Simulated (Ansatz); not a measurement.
Ti under load (space group P6_3/mmc): band-structure transport figures

Here is the system:

```xyz
2
Lattice="2.8835 0.0000 0.0000 -1.4418 2.4972 0.0000 0.0000 0.0000 4.5689" Properties=species:S:1:pos:R:3 pbc="T T T"
Ti     0.0000     1.6648     1.1422
Ti     1.4418     0.8324     3.4267
```

These are PBEsol, rigid bands (plane waves, PAW, scalar-relativistic; Ansatz, an electronic-structure program) values and carry that method's errors. Condition of this run: hydrostatic pressure 2 GPa (the target of the relaxation). How the cell was made: cell and atoms relaxed with PBEsol, then loaded as said.

* **density of states at the Fermi level**: 1.80 states/(eV·cell), both spins
* **bare Sommerfeld coefficient**: 2.1 mJ/(mol of atoms·K²)
* **Drude plasma energy**: 4.0 (x), 4.0 (y), 4.1 (z) eV
* **root-mean-square Fermi velocity**: 3.4e5 m/s
* **resistivity times τ**: 31 (x), 31 (y), 29 (z) ×10⁻²² Ω·m·s

A metal at this level (no band gap); rigid bands, thermally averaged at 300 K, both spins. Spin-orbit coupling is left out. τ is one relaxation time for all states.
